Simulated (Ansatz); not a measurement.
Start from Nb in the bcc (W type) structure (space group Im-3m, No. 229; relaxed with 0.1 eV smearing).

```xyz
1
Lattice="-1.6522 1.6522 1.6522 1.6522 -1.6522 1.6522 1.6522 1.6522 -1.6522" Properties=species:S:1:pos:R:3 pbc="T T T"
Nb     0.0000     0.0000     0.0000
```

Cartesian axes are those of the cell as printed.

Level of theory: plane-wave PAW DFT at the r2SCAN level (Ansatz, a first-principles code, 500 eV), without spin-orbit coupling.

For the base:

- Volume per atom = 18.04 Å³

The change: compressive biaxial strain of 2.56 % in the plane normal to [111], as in epitaxy on a mismatched substrate; the out-of-plane cell vector and the atoms relax.

Problem. What happens to the energy relative to the base?

Solution. The energy increases by 6.1 meV/atom.

Problem. How does this affect the volume per atom?

Solution. The volume per atom drops by 0.15 Å³ to 17.89 Å³.

Whether these cells are dynamically stable was not tested. The final runs are not spin-polarised.
